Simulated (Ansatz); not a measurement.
Start from Re in the hcp (Mg type) structure (space group P6_3/mmc, No. 194; a = 2.758 Å, c = 4.463 Å).

Structures relaxed with DFT with r2SCAN, PAW potentials and a 500 eV plane-wave cutoff in Ansatz (a quantum-chemistry and plane-wave program), without spin-orbit coupling.

Base:

Simulated powder pattern, Mo Kα, λ = 0.71073 Å (kinematic, ideal powder, no thermal factors, no anomalous dispersion; the 8 strongest lines at most, above 2 %, up to 2θ = 40°):

| 2θ (°) | I/Imax (%) | hkl |
|---|---|---|
| 17.11 | 23 | (100) |
| 18.33 | 26 | (002) |
| 19.43 | 100 | (101) |
| 25.18 | 16 | (102) |
| 29.87 | 20 | (110) |
| 32.69 | 23 | (103) |
| 35.27 | 24 | (112) |
| 35.88 | 17 | (201) |

Modification: cell and atoms relaxed at a pressure of 15 GPa.

### Question
Predict the new powder pattern.

### Answer

Simulated powder pattern, Mo Kα, λ = 0.71073 Å (kinematic, ideal powder, no thermal factors, no anomalous dispersion; the 8 strongest lines at most, above 2 %, up to 2θ = 40°):

| 2θ (°) | I/Imax (%) | hkl |
|---|---|---|
| 17.32 | 23 | (100) |
| 18.55 | 26 | (002) |
| 19.67 | 100 | (101) |
| 25.49 | 16 | (102) |
| 30.23 | 20 | (110) |
| 33.10 | 23 | (103) |
| 35.71 | 24 | (112) |
| 36.33 | 17 | (201) |

The indices refer to the base's conventional cell; one index is shown for lines that coincide.

Load acts through the strain it causes; cell and atoms are relaxed under it. Whether these cells are dynamically stable was not tested. Competing high-pressure phases were not computed. The final runs are not spin-polarised.
